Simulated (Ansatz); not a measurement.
# InP under a change: isotropic strain +0.50 %

Start from InP in the zinc blende structure (space group F-43m, No. 216; a = 5.8269 Å).

One thing is altered: every lattice vector is stretched by 0.50 %, atoms relaxed at fixed cell.

The values are results of Ansatz (a quantum-chemistry and plane-wave program), LDA, PAW, cutoff 420 eV, without spin-orbit coupling, not measurements. Settings: 10×10×10 k-points, 0.05 eV Fermi–Dirac smearing.

The volume per atom increases by 0.37 Å³ to 25.10 Å³ and the space group remains F-43m (No. 216). The energy grows by 1.2 meV/atom and the pressure goes from zero to -1.03 GPa. The band gap decreases by 0.08 eV, from 0.58 eV to 0.50 eV and the gap character remains direct at Γ. The width of the top valence band drops by 0.069 eV (3.05 eV → 2.99 eV) and the electron mass changes from 0.046 mₑ (at Γ) to 0.040 mₑ (at Γ). The hole mass (degenerate bands, along [100]) goes from 0.046, 0.41, 0.41 mₑ (at Γ) to 0.040, 0.42, 0.42 mₑ (at Γ) and the valley order (the lowest conduction-band minima on the path, energy above the VBM, named in the base's zone) becomes Γ 0.50 eV; L along ⟨111⟩ 1.31 eV; X along ⟨100⟩ 1.60 eV (base: Γ 0.58 eV; L along ⟨111⟩ 1.35 eV; X along ⟨100⟩ 1.57 eV).

Cost of the whole job for the changed cell (relaxation, final SCF and bands): roughly 11 core-seconds.

Masses are band curvatures over ±0.01 Å⁻¹ around the edge. Stability against distortions was not tested.
